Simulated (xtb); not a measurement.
xtb 6.7.1, GFN1-xTB: Si(NMe2)(OMe)2(Ph) (CO[Si](OC)(c1ccccc1)N(C)C), 31 atoms. The geometry is a generated start, not checked to be a minimum at this level.

```json
{
  "method": "GFN1-xTB",
  "--acc": "1 (default)",
  "--etemp (K)": "300 (default)",
  "detailed input (--input)": "none: ANC optimiser, Lindh (1995) Hessian, microcycle=20, maxdispl=1.0, hlow=0.01 (default)",
  "basis_functions": "96",
  "valence_electrons": "78"
}
```

The structure is relaxed from this start with --opt LEVEL for the levels crude, sloppy, loose, lax, normal, tight, vtight, extreme, once each. Up to the end of the extreme run atoms move by at most 1.7 Å along an axis.

Task: What is the loosest level that ends within 1 meV of the extreme run, and how many cycles does it take?

Result: tight: 83 cycles against 122, ending 0.34 meV above.

```tsv
level	cycles	energy above the extreme run (meV)	gradient norm (eV/Å)
crude	14	120	0.42
sloppy	24	76	0.22
loose	44	6.9	0.095
lax	46	5.7	0.090
normal	61	1.8	0.028
tight	83	0.34	0.0047
vtight	94	0.15	0.0026
extreme	122	—	0.0011
```
